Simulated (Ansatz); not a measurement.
We consider rutile MgH₂, described by PBE0 (PAW; Ansatz, an electronic-structure program).

Settings: plane-wave cutoff 500 eV, 6×6×8 k mesh (along the axes of the cell as run), gaussian smearing 0.02 eV, scalar-relativistic PAW data made under PBE.

Cell (relaxed with r²SCAN):

```cif
data_H4Mg2
_chemical_formula_sum 'Mg2 H4'
_space_group_name_H-M_alt 'P 1'
_space_group_IT_number 1
_cell_length_a 4.48469
_cell_length_b 4.48469
_cell_length_c 2.99670
_cell_angle_alpha 90.000
_cell_angle_beta 90.000
_cell_angle_gamma 90.000
loop_
_space_group_symop_operation_xyz
  'x, y, z'
loop_
_atom_site_label
_atom_site_type_symbol
_atom_site_fract_x
_atom_site_fract_y
_atom_site_fract_z
_atom_site_occupancy
Mg1 Mg 0.00000 0.00000 0.00000 1
Mg2 Mg 0.50000 0.50000 0.50000 1
H1 H 0.30467 0.30467 0.00000 1
H2 H 0.80467 0.19533 0.50000 1
H3 H 0.19533 0.80467 0.50000 1
H4 H 0.69533 0.69533 0.00000 1
```

Question: What does this level give for the band gap?

Answer: 
- band gap = 5.68 eV (on the SCF k mesh)

Static lattice: no zero-point or thermal effects.

Computing time: roughly 60 core-seconds.
